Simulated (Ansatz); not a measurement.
For L1₂ (Cu3Au-type) Pt3Ti, PBE-D4 in Ansatz (PAW) gives:

| Quantity | Result |
|---|---|
| lattice constant a | 3.915 Å |
| bulk modulus B0 | 255 GPa |
| enthalpy of formation | -0.855 eV/atom |

Q: What does r²SCAN+rVV10 in Ansatz (plane waves, PAW) give for the same quantities?

A: 
- lattice constant a: 3.908 Å (decreases by 0.2 %)
- bulk modulus: 267 GPa (increases by 4.7 %)
- formation enthalpy: -0.922 eV/atom (moves by -0.067 eV/atom)

For comparison: lattice constant a 3.916 Å (measured, temperature not stated, no zero-point or thermal correction; as tabulated in Molecular Dynamics Simulations of PtTi High-Temperature Shape Memory Alloys …).

Changes are worked out from the printed values.

Unless a cell is named, each level is at its own relaxed cell (PBE-D4 15.00, r²SCAN+rVV10 14.92 Å³/atom).

Levels without +SOC leave out spin–orbit coupling, which shifts energies and cells of such heavy elements.

The crystal itself was run without spin with PBE-D4, r²SCAN+rVV10; a magnetic state was not tried in these runs.

Ansatz's density-functional and Hartree–Fock values are scalar-relativistic unless marked +SOC, with PAW data made under PBE.

Ansatz is an electronic-structure program.
